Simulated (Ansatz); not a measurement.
Base system: PtSe2 in the CdI2 type structure (space group P-3m1, No. 164; a = 3.772 Å, c = 4.818 Å; layered).

All numbers come from Kohn–Sham DFT with the PBE-D3(BJ) functional, run in Ansatz (an electronic-structure program) with PAW and 420 eV plane waves, no spin-orbit coupling.

One change was made to it. Results:

```tsv
quantity	base	after
density	9.87 g/cm³	13.24 g/cm³
shortest interatomic distance	2.526 Å	2.388 Å
```

Task: Which change produced these results?
A) pressure 100 GPa
B) pressure 7 GPa
C) pressure 50 GPa

Result: C, pressure 50 GPa. For comparison, the density in the other runs: pressure 100 GPa gives 15.02 g/cm³; pressure 7 GPa gives 10.71 g/cm³.

From pressure 100 GPa on, the axis ratios lie over 15 % from the base's, so the cell there is far from its starting form. Load acts through the strain it causes; cell and atoms are relaxed under it. No phonon test of stability was made. Competing high-pressure phases were not computed. The final runs are not spin-polarised.
